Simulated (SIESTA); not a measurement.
Band structure of BeS (F-43m, 2 atoms in the cell).

```
BeS
1.0
    0.00000     2.39594     2.39594
    2.39594     0.00000     2.39594
    2.39594     2.39594     0.00000
Be S
1 1
Direct
  0.00000   0.00000   0.00000
  0.75000   0.75000   0.75000
```

Level of theory: SIESTA with GGA PBE, numerical atomic orbitals DZP, PseudoDojo PBE standard norm-conserving potentials (rewritten from UPF to PSML).

Settings: XC.functional = GGA; XC.authors = PBE; potentials = PseudoDojo PBE standard; PAO.BasisSize = DZP; PAO.EnergyShift = 0.01 Ry; MeshCutoff = 300 Ry; kgrid.MonkhorstPack = 8 8 8; OccupationFunction = FD; ElectronicTemperature = 10 K; PAO.Polarization.NonPerturbative = true; MaxSCFIterations = 150; SCF.Mixer.Method = Broyden; SCF.Mixer.Weight = 0.25; SCF.Mixer.History = 6.

The starting cell comes from a database of computed structures (which also holds hypothetical and non-ambient phases and stackings), without a prior relaxation at this level. Its lattice was rescaled by a random factor within 2.5 % of one. Values carry the incompleteness of an atom-centred basis.

**Question.** Predict the gap along the standard path and the places of the band edges.

**Answer.** The gap along the path is 2.94 eV, from Γ to X; the smallest direct gap on it is 5.62 eV.

Levels in eV from the top of the valence band on the path, bands 2 to 6:
```
point       2      3      4      5     6
-----  ------  -----  -----  -----  ----
Γ      -13.89   0.00   0.00   0.00  5.62
X      -11.70  -5.25  -2.92  -2.92  2.94
W      -11.66  -4.45  -4.19  -3.63  6.60
K      -11.73  -4.78  -4.42  -2.43  4.36
L      -12.29  -6.10  -1.15  -1.15  5.77
U      -11.73  -4.78  -4.42  -2.43  4.36
```

Higher empty bands are left out: an atom-centred basis made for the valence describes them poorly.
